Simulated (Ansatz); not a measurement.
## Several settings converged on Mg₃Au (P6_3/mmc, 8 atoms in the cell)

```
CELL_PARAMETERS angstrom
      4.64986     0.00000     0.00000
     -2.32493     4.02690     0.00000
      0.00000     0.00000     8.45142
ATOMIC_POSITIONS crystal
  Mg 0.00000 0.00000 0.25000
  Mg 0.00000 0.00000 0.75000
  Mg 0.33333 0.66667 0.92263
  Mg 0.66667 0.33333 0.07737
  Mg 0.66667 0.33333 0.42263
  Mg 0.33333 0.66667 0.57737
  Au 0.33333 0.66667 0.25000
  Au 0.66667 0.33333 0.75000
```

Base method: LDA (PW92), default PAW files made with PBE (plane waves; Ansatz, a quantum-chemistry and plane-wave program).

Base settings: basis.ecutwfc = 420 eV; kpoints.mp_grid.grid = 7 7 3; hamiltonian.xc = lda; hamiltonian.pseudopotentials = {kind: paw} (the program's default PAW files); scf.occupations.method = gaussian; scf.occupations.width = 0.1 eV.

Core times come from one kind of shared machine, to one figure; runs under 30 s give none.

**Zone-centre phonons against the cutoff**

In this ladder: phonons.method = dfpt.

The mesh stays at the base's, so the ladder's end is converged at best in this setting alone.

Frequencies are those of the unrelaxed cell, without the LO-TO term of polar crystals.

Only quantities that move along the ladder and can be compared are tabulated.

```tsv
basis.ecutwfc	highest zone-centre frequency (cm⁻¹)	core time / last (rough)
210 eV	266.8	0.1
250 eV	288.8	0.2
295 eV	286.3	0.2
420 eV	287.1	0.4
630 eV	287.1	1
```

Coarsest basis.ecutwfc that holds the highest zone-centre frequency within 1 cm⁻¹ of the last step, with all finer ones: 295 eV, at about 0.2 of the last step's time; the step before is off by 1.7 cm⁻¹.

**Zone-centre phonons against the mesh**

In this ladder: phonons.method = dfpt.

Frequencies are those of the unrelaxed cell, without the LO-TO term of polar crystals.

Only quantities that move along the ladder and can be compared are tabulated.

| kpoints.mp_grid.grid | highest zone-centre frequency (cm⁻¹) | lowest optical frequency (cm⁻¹) | core time / last (rough) |
|---|---|---|---|
| 2 2 1 | 324.6 | -39.4 | – |
| 4 4 2 | 288.8 | 53.4 | 0.04 |
| 6 6 3 | 292.1 | 54.1 | 0.06 |
| 10 10 5 | 285.5 | 52.3 | 0.6 |
| 12 12 6 | 285.5 | 52.5 | 1 |

Coarsest kpoints.mp_grid.grid that holds the lowest optical frequency within 2 cm⁻¹ of the last step, with all finer ones: 4 4 2, at about 0.04 of the last step's time; the step before is off by 92 cm⁻¹.

Coarsest kpoints.mp_grid.grid that holds the highest zone-centre frequency within 1 cm⁻¹ of the last step, with all finer ones: 10 10 5; the step before is off by 6.6 cm⁻¹.

**The force threshold of a relaxation**

On Mg3Au (P3m1, 8 atoms in the cell): one atom moved by 0.15 angstrom.

In this ladder: relax = atoms.

The mesh stays at the base's, so the ladder's end is converged at best in this setting alone.

Only quantities that move along the ladder and can be compared are tabulated.

| relax.f_tol | free energy less the last step's (meV/atom) | largest force left (eV/Å) | relaxation steps |
|---|---|---|---|
| 0.2 eV/Å | 0.16 | 0.0725 | 2 |
| 0.05 eV/Å | 0.02 | 0.0232 | 3 |
| 0.02 eV/Å | 0.00 | 0.0010 | 4 |
| 0.001 eV/Å | 0.00 | 0.0009 | 5 |

Coarsest relax.f_tol that holds the free energy within 0.1 meV/atom of the last step, with all finer ones: 0.05 eV/Å; the step before is off by 0.16 meV/atom.

Coarsest relax.f_tol that holds the largest force left within 0.02 eV/Å of the last step, with all finer ones: 0.02 eV/Å; the step before is off by 0.022 eV/Å.

On the base run: the starting cell comes from a database of computed structures (which also holds hypothetical and non-ambient phases and stackings), without a prior relaxation at this level. Its lattice was rescaled by up to half a per cent.

Keys are those of Ansatz 0.2.
